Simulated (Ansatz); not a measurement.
Structures of equal composition on the (000-1) surface of wurtzite ZnO (O plane on top): 2x2 Mg adatom at H3; 2x2 Mg adatom at T4. The slabs share one bottom face, and each structure is named by its start. These are constructed structures in small cells; real faces may alloy, dewet or reconstruct in larger ones, and not all known structures of the face are among them. Slabs of about 14 Å with all that they carry, Fermi-Dirac smearing of 0.025 eV. Bottom of the slabs: H caps. Relaxed from the named starts with such symmetry as they have, on meshes of like density; energies extrapolated to zero smearing; no spin-orbit coupling, no U. Spin-polarised runs, if any, are marked in brackets, and their order is one that fits the cell; the others ran without spin. Where a second, spin-polarised start was run, the lower counts.

Host crystal: wurtzite ZnO, with a band gap (PBE, scalar-relativistic without spin-orbit coupling).

Level of theory: r2SCAN, at the PBE geometry (plane waves to 500 eV, PAW; Ansatz, an electronic-structure program).

Order them by energy per 1x1 cell (lowest first) at the level r2SCAN, at the PBE geometry.

2x2 Mg adatom at H3 (0.000 eV, gap 0.62 eV on the mesh), 2x2 Mg adatom at T4 (0.217 eV, gap 0.42 eV on the mesh)
